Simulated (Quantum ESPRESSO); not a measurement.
**Predicting one run from its neighbours: the pressure against the volume, CoSi₂ (Fm-3m, 3 atoms in the cell)**

```
CELL_PARAMETERS angstrom
     -2.71380     0.00000     2.71380
      0.00000     2.71380     2.71380
     -2.71380     2.71380     0.00000
ATOMIC_POSITIONS crystal
  Co 0.00000 0.00000 0.00000
  Si 0.75000 0.75000 0.75000
  Si 0.25000 0.25000 0.25000
```

Method: PBE, PSlibrary ultrasoft (PBE) pseudopotentials (plane waves; Quantum ESPRESSO).

Base settings: ecutwfc = 50 Ry; ecutrho = 300 Ry; occupations = smearing; smearing = marzari-vanderbilt; degauss = 0.019992 Ry; potentials = {Co: Co.pbe-n-rrkjus_psl.1.0.0.UPF, Si: Si.pbe-n-rrkjus_psl.1.0.0.UPF}; K_POINTS = automatic 7 7 7 0 0 0; conv_thr = 1e-10 Ry; mixing_beta = 0.3.

The starting cell comes from a database of computed structures (which also holds hypothetical and non-ambient phases and stackings), without a prior relaxation at this level. Its lattice was rescaled by a random factor within 2.5 % of one. Spin polarisation is off. In the cell shown, with a pressure of about -7 GPa the cell is away from its equilibrium volume at this level.

Murnaghan's equation with B′ set to 4 (a common value, assumed and not fitted) makes the pressure a straight line in x = (V₁/V)⁴, here with V₁ = 13.324 Å³/atom: P = a + b·x. The rows are the cell shown with its lattice scaled (for instance lattice scaled by 0.97, lattice scaled by 0.985, lattice scaled by 1.015, lattice scaled by 1.03); fractional positions and shape were held. Pulay stress at this cutoff, if any, shifts all pressures roughly alike and V₀ with them.

| volume (Å³/atom) | (V₁/V)⁴ | pressure (GPa) |
|---|---|---|
| 14.560 | 0.7013 | -17.00 |
| 13.933 | 0.8363 | -12.53 |
| 13.324 | 1.0000 | -6.54 |
| 12.734 | 1.1986 | ? |
| 12.161 | 1.4410 | 10.74 |

Fit the line to the 4 rows given and predict the withheld one.

Means: x̄ = 0.99465, ȳ = -6.3325. Σ(x − x̄)(y − ȳ) = 11.73 and Σ(x − x̄)² = 0.3104, so b = 37.79 and a = ȳ − b·x̄ = -43.920; P = 0 at x₀ = −a/b = 1.1622, so V₀ = V₁·x₀^(−1/4) = 12.83 Å³/atom and B₀ = 4·b·x₀ = 176 GPa (for B′ = 4 and held positions). The largest residual of the fitted rows is 0.42. At x = 1.1986 the line gives 1.38 GPa. The run gave 1.14 GPa, a miss of 0.24 GPa. The rows were chosen because the form fits them, the withheld one included, so this shows the method and is no test of the form.

Left out of this page: 4 runs of the series outside the window shown, repeating another row's setting, or not comparable.
